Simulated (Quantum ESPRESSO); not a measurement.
Quantum ESPRESSO 7.5, DFT, PBE, plane waves, SSSP 1.1.2 efficiency PBE: zinc-blende InP, 2 atoms. Basis and mesh were picked for this test and aren't claimed converged.

```fortran
&CONTROL
  calculation = 'scf'
  pseudo_dir = './pseudo'
  outdir = './out'
  tprnfor = .true.
  tstress = .false.
/
&SYSTEM
  ibrav = 0
  nat = 2
  ntyp = 2
  ecutwfc = 45
  ecutrho = 360
  occupations = 'smearing'
  smearing = 'gaussian'
  degauss = 0.005
/
&ELECTRONS
  conv_thr = 2e-09
/
ATOMIC_SPECIES
In 114.8180 In.pbe-dn-rrkjus_psl.0.2.2.UPF
P 30.9738 P.pbe-n-rrkjus_psl.1.0.0.UPF
CELL_PARAMETERS angstrom
  0.000000000000   2.934500000000   2.934500000000
  2.934500000000   0.000000000000   2.934500000000
  2.934500000000   2.934500000000   0.000000000000
ATOMIC_POSITIONS crystal
In   0.000000000000   0.000000000000   0.000000000000
P   0.250000000000   0.250000000000   0.250000000000
K_POINTS automatic
10 10 10 0 0 0
```

The program reports k-points computed: 47, bands: 13, electrons: 18, G-vectors of the density: 39237, FFT grid: 48×48×48, symmetry operations: 24.

Machine: one whole node, AMD EPYC (Zen 5), 96 cores on 1 socket, no SMT, 12 L3 cache groups; 94 cores' worth of CPU time may be used.

Times are wall-clock medians of two to five runs, from launch to exit, with nothing else on the machine. Unless noted, each process is bound to its own block of adjacent cores. The times hold for this build (conda-forge: Open MPI 5.0, OpenMP, OpenBLAS 0.3.34 (pthreads), FFTW, ScaLAPACK, ELPA). Scratch files lie in a memory file system.

Measured:

```json
[
 {"cores": "1", "layout": "1 rank", "wall time": "10.5 s"},
 {"cores": "4", "layout": "4 ranks", "wall time": "3.90 s"},
 {"cores": "8", "layout": "8 ranks", "wall time": "2.78 s"},
 {"cores": "16", "layout": "16 ranks", "wall time": "2.48 s"},
 {"cores": "24", "layout": "24 ranks", "wall time": "2.53 s"},
 {"cores": "32", "layout": "32 ranks", "wall time": "2.73 s"},
 {"cores": "48", "layout": "48 ranks", "wall time": "2.55 s"}
]
```

Q: Take a serial part s and a parallel part w, T = s + w/p on p cores. What does the fit give for 2 ranks and for 64 ranks, and what is measured?

A: A fit of relative deviations gives s = 2.19 s and w = 7.44 core-seconds; it misses the rows shown by at most 13 %.

```tsv
cores	layout	fit	measured	measured against fit
2	2 ranks	5.92 s	6.62 s	+12 %
64	64 ranks	2.31 s	2.85 s	+23 %
```

Efficiency, counted from 1 core, is near one half at 8 cores. The shortest time, 2.5 s, comes at 16 cores (24, 48: level within 8 % or the scatter of repeats); at 64 the run, laid out as 64 ranks, is slower again (2.9 s). The share that grows most is that of start and exit outside the program's clock: from 5.0 % of the time on 1 core to 23 % on 64. The largest part on 64 cores, FFTs of H·ψ (vloc_psi), takes 3.6 s on 1 and 0.99 s there.
